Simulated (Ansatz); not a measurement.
Consider Lu in the hcp (Mg type) structure (space group P6_3/mmc, No. 194; relaxed with 0.1 eV smearing).

```xyz
2
Lattice="3.5062 0.0000 0.0000 -1.7531 3.0364 0.0000 0.0000 0.0000 5.4820" Properties=species:S:1:pos:R:3 pbc="T T T"
Lu     1.7531     1.0121     4.1115
Lu     0.0000     2.0243     1.3705
```

All numbers come from PBE (Ansatz, a first-principles code, PAW, scalar-relativistic without spin-orbit coupling).

Base values:

* **Pressure**: 0.0 GPa

Modification: the cell is scaled by 1.0100 in all directions, atoms relaxed at fixed cell.

**Question.** What happens to the pressure?

**Answer.** The pressure (mean of the normal stresses, compression positive) goes from zero to -1.3 GPa.

**Question.** What happens to the energy relative to the base?

**Answer.** The energy grows by 3.7 meV/atom.

The cells carry an imposed strain or load. Stability against distortions was not tested.
